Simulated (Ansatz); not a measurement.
Take GeSe (space group P6_3mc, No. 186; a hypothetical phase, not in the database extracts checked) as the base.

```
CELL_PARAMETERS angstrom
      4.71033     0.00000     0.00000
     -2.35516     4.07926     0.00000
      0.00000     0.00000     5.68483
ATOMIC_POSITIONS crystal
  Ge 0.66667 0.33333 0.04159
  Ge 0.33333 0.66667 0.54159
  Se 0.66667 0.33333 0.58361
  Se 0.33333 0.66667 0.08361
```

Calculations: PBEsol (Ansatz, a quantum-chemistry and plane-wave program; PAW; 420 eV plane waves; spin-orbit coupling left out), earlier PAW set.

Before the change:

* **Gap character**: indirect, H → K–Γ (73 % along)
* **Pressure**: -0.01 GPa

Now apply this change: the cell is scaled by 1.0350 in all directions; the atoms relax in the strained cell.

What happens to the gap character?

The gap character goes from indirect, H → K–Γ (73 % along) to indirect, M–K (60 % along) → K–Γ (73 % along).

Estimate the effect on the energy relative to the base.

The energy rises by 33 meV/atom.

What happens to the pressure?

The pressure (mean of the normal stresses, compression positive) falls by 3.216 GPa to -3.22 GPa.

No phonon test of stability was made.
